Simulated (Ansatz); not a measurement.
fcc Pb (1 1 0) on zinc-blende InAs (1 1 0) (film strained to the substrate, started from cuts of the bulks and a machine-learned relaxation; slabs As12In12 and Pb18, which can lie off the formulas)

A periodic stack without vacuum, fcc Pb (1 1 0) on zinc-blende InAs (1 1 0) (film strained to the substrate, started from cuts of the bulks and a machine-learned relaxation; slabs As12In12 and Pb18, which can lie off the formulas): substrate slab As12In12, film Pb18, surface cells [[0, 2], [-1, 0]] and [[-1, 2], [-1, -1]], film strained by +0.2 and +0.2 %, outermost planes AsIn/AsIn and Pb/Pb as cut, which need not be the usual terminations and can put a slab off its formula.

The start was prepared with a machine-learned potential, and the result is one local minimum, with the in-plane cell held and forces under 0.04 eV/Å; the film can end far from its bulk form.

All values below come from PBE (plane waves to 420 eV, PAW; Ansatz, an electronic-structure program). Scalar-relativistic, without spin–orbit coupling; the runs are not spin-polarised. Its k-point mesh 3×4×1, Fermi–Dirac width 0.05 eV.

| Item | Result |
|---|---|
| interface area | 54.1 Å² |
| period | 25.27 Å |
| heights between the nearest atoms of the two slabs at the two interfaces | 2.39 and 2.60 Å |
| As–Pb contacts across the interfaces within 1.22 times the sum of covalent radii | 4, mean 2.98 Å |
| In–Pb contacts across the interfaces within 1.22 times the sum of covalent radii | 2, mean 3.08 Å |

```yaml
crystal:
  lattice:
    - [8.74770, 0.00073, -0.05613]
    - [0.00039, 6.18407, 0.14138]
    - [0.93455, -2.01174, 25.22491]
  atoms:
    - { symbol: As, position: [0.05312, 0.80681, 0.04883] }
    - { symbol: As, position: [0.54917, 0.78980, 0.04857] }
    - { symbol: As, position: [0.78982, 0.29482, 0.14367] }
    - { symbol: As, position: [0.29235, 0.31115, 0.13922] }
    - { symbol: As, position: [0.53436, 0.82386, 0.22500] }
    - { symbol: As, position: [0.03393, 0.82281, 0.22673] }
    - { symbol: As, position: [0.27639, 0.34525, 0.31435] }
    - { symbol: As, position: [0.77649, 0.34248, 0.31559] }
    - { symbol: As, position: [0.02142, 0.86683, 0.40123] }
    - { symbol: As, position: [0.51702, 0.85219, 0.39692] }
    - { symbol: As, position: [0.76312, 0.39929, 0.49125] }
    - { symbol: As, position: [0.26179, 0.39921, 0.49404] }
    - { symbol: In, position: [0.53509, 0.05067, 0.13721] }
    - { symbol: In, position: [0.04679, 0.05606, 0.13987] }
    - { symbol: In, position: [0.80270, 0.59770, 0.07492] }
    - { symbol: In, position: [0.29446, 0.53220, 0.04990] }
    - { symbol: In, position: [0.02780, 0.09335, 0.31327] }
    - { symbol: In, position: [0.52554, 0.09298, 0.31131] }
    - { symbol: In, position: [0.28430, 0.57442, 0.22745] }
    - { symbol: In, position: [0.78357, 0.57348, 0.22939] }
    - { symbol: In, position: [0.51419, 0.18410, 0.46631] }
    - { symbol: In, position: [0.01088, 0.13790, 0.48804] }
    - { symbol: In, position: [0.77329, 0.61649, 0.40200] }
    - { symbol: In, position: [0.26397, 0.60549, 0.40321] }
    - { symbol: Pb, position: [0.66024, 0.93271, 0.66760] }
    - { symbol: Pb, position: [0.99395, 0.55792, 0.66219] }
    - { symbol: Pb, position: [0.32382, 0.24289, 0.66296] }
    - { symbol: Pb, position: [0.65965, 0.43412, 0.60388] }
    - { symbol: Pb, position: [0.01442, 0.02622, 0.60440] }
    - { symbol: Pb, position: [0.32733, 0.69156, 0.58874] }
    - { symbol: Pb, position: [0.31827, 0.27583, 0.80290] }
    - { symbol: Pb, position: [0.64342, 0.94243, 0.80624] }
    - { symbol: Pb, position: [0.98473, 0.61007, 0.80028] }
    - { symbol: Pb, position: [0.31996, 0.74723, 0.73235] }
    - { symbol: Pb, position: [0.65777, 0.43868, 0.74108] }
    - { symbol: Pb, position: [0.98869, 0.08565, 0.73705] }
    - { symbol: Pb, position: [0.97037, 0.66596, 0.93746] }
    - { symbol: Pb, position: [0.30509, 0.30172, 0.93829] }
    - { symbol: Pb, position: [0.62920, 0.96796, 0.94581] }
    - { symbol: Pb, position: [0.97705, 0.13609, 0.87661] }
    - { symbol: Pb, position: [0.31108, 0.78651, 0.87529] }
    - { symbol: Pb, position: [0.63956, 0.46641, 0.87896] }
```
